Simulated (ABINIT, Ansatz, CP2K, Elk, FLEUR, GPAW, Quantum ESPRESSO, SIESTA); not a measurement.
# One structure in several programs: ZnS (F-43m, 2 atoms in the cell)

Self-consistent single point.

```
CELL_PARAMETERS angstrom
      0.00000     2.69018     2.69018
      2.69018     0.00000     2.69018
      2.69018     2.69018     0.00000
ATOMIC_POSITIONS crystal
  Zn 0.00000 0.00000 0.00000
  S  0.25000 0.25000 0.25000
```

All programs got the same cell, k-point mesh and kind of occupations (in Ansatz's words: kpoints.mp_grid.grid = 11 11 11; scf.occupations.method = fermi_dirac; scf.occupations.width = 0.0007 Ry); potentials, basis and cutoffs are each program's usual ones.

```json
[
 {"code": "Elk", "model": "PBE, all-electron FP-LAPW, Elk's shipped species files, APW+lo basis with extra local orbitals", "pressure (GPa)": "–", "gap on the mesh (eV)": "2.163", "k-points": "91", "cutoff": "rgkmax 8"},
 {"code": "CP2K", "model": "PBE, GPW, DZVP-MOLOPT-SR-GTH basis, GTH-PBE potentials (GTH_POTENTIALS)", "pressure (GPa)": "3.00", "gap on the mesh (eV)": "2.149", "k-points": "666", "cutoff": "grid 600 Ry"},
 {"code": "ABINIT", "model": "PBE, PAW (JTH v2.0 PBE PAW)", "pressure (GPa)": "2.51", "gap on the mesh (eV)": "2.155", "k-points": "56", "cutoff": "816 eV"},
 {"code": "Quantum ESPRESSO", "model": "PBE, GBRV 1.5 ultrasoft (PBE) pseudopotentials", "pressure (GPa)": "2.42", "gap on the mesh (eV)": "2.162", "k-points": "56", "cutoff": "50 Ry"},
 {"code": "SIESTA", "model": "GGA PBE, numerical atomic orbitals TZP, PseudoDojo PBE standard norm-conserving potentials (rewritten from UPF to PSML)", "pressure (GPa)": "0.77", "gap on the mesh (eV)": "2.390", "k-points": "666", "cutoff": "grid 400 Ry"},
 {"code": "GPAW", "model": "PBE, GPAW PAW datasets PBE (gpaw-data 1.0.1)", "pressure (GPa)": "2.71", "gap on the mesh (eV)": "2.159", "k-points": "56", "cutoff": "800 eV"},
 {"code": "FLEUR", "model": "PBE, all-electron FLAPW (FLEUR), scalar-relativistic valence", "pressure (GPa)": "–", "gap on the mesh (eV)": "2.167", "k-points": "91", "cutoff": "Kmax 4 1/bohr"},
 {"code": "Ansatz", "model": "PBE, PAW files", "pressure (GPa)": "2.56", "gap on the mesh (eV)": "2.162", "k-points": "56", "cutoff": "default"}
]
```

A dash marks a value that a program does not give, or that is left out as unsure.

Gaps are read on the mesh.

The spread over the programs that give each value: pressure within 2.23 GPa; gap on the mesh within 0.241 eV.

The starting cell comes from a database of computed structures (which also holds hypothetical and non-ambient phases and stackings), without a prior relaxation at this level. Its lattice was rescaled by a random factor within 2.5 % of one.

Question: Why do the programs differ, and what cannot be compared?

Answer: Differences of this kind can come from the potentials, where these differ, and from what each basis and cutoff leave unconverged. The valence holds different numbers of electrons (CP2K 18, ABINIT 18, Quantum ESPRESSO 26, SIESTA 26, GPAW 18, FLEUR 18, Ansatz (a quantum-chemistry and plane-wave program) 18). The zero of total energies and Fermi levels follows the potentials and each program's conventions, so they are not compared here. CP2K and SIESTA use small atom-centred bases, whose incompleteness enters pressures, forces and empty levels differently from a plane-wave cutoff. Elk and FLEUR treat all electrons, but the usual bases taken here (sphere radii, linearisation, local orbitals, empty states) were not tested for convergence, so the values are no reference for the others. Ansatz's pressure is given at a fixed set of plane waves, as the other plane-wave codes print theirs; with its correction for the finite basis it is 2.64 GPa. Ansatz's smearing width was typed in Ry to four decimals, so it matches the others to a few per cent. The programs reduce the same mesh by symmetry to different extents, which changes the work and not the result. In the pressure, SIESTA (by 1.76) lies more than 1 GPa from the median of the plane-wave programs. In the gap, SIESTA (by 0.229) lies more than 0.12 eV from the median of the plane-wave programs.

Keys are those of Ansatz 0.2.
